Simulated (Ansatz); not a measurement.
Consider AlN in the zinc blende structure (space group F-43m, No. 216).

```xyz
2
Lattice="0.0000 2.1711 2.1711 2.1711 0.0000 2.1711 2.1711 2.1711 0.0000" Properties=species:S:1:pos:R:3 pbc="T T T"
Al     0.0000     0.0000     0.0000
N      1.0856     1.0856     1.0856
```

Cartesian axes are those of the cell as printed.

Calculations: Ansatz (an electronic-structure program) LDA, spin-orbit coupling left out.

Base values:

```
Property               Value
-------------------  -------
Band gap             3.25 eV
Smallest direct gap  4.39 eV
```

One thing is altered: uniaxial strain ε_zz = +1.00 %, all other strain components held at zero; the atoms relax in the strained cell.

Task: Estimate the effect on the band gap.

Result: The band gap decreases by 0.035 eV, from 3.25 eV to 3.22 eV.

Task: Predict the new smallest direct gap.

Result: The smallest direct gap falls by 0.104 eV (4.39 eV → 4.28 eV).

Task: Estimate the effect on the energy relative to the base.

Result: The energy grows by 0.9 meV/atom.

No phonon test of stability was made. This is not the structure that AlN has at room temperature and ambient pressure.
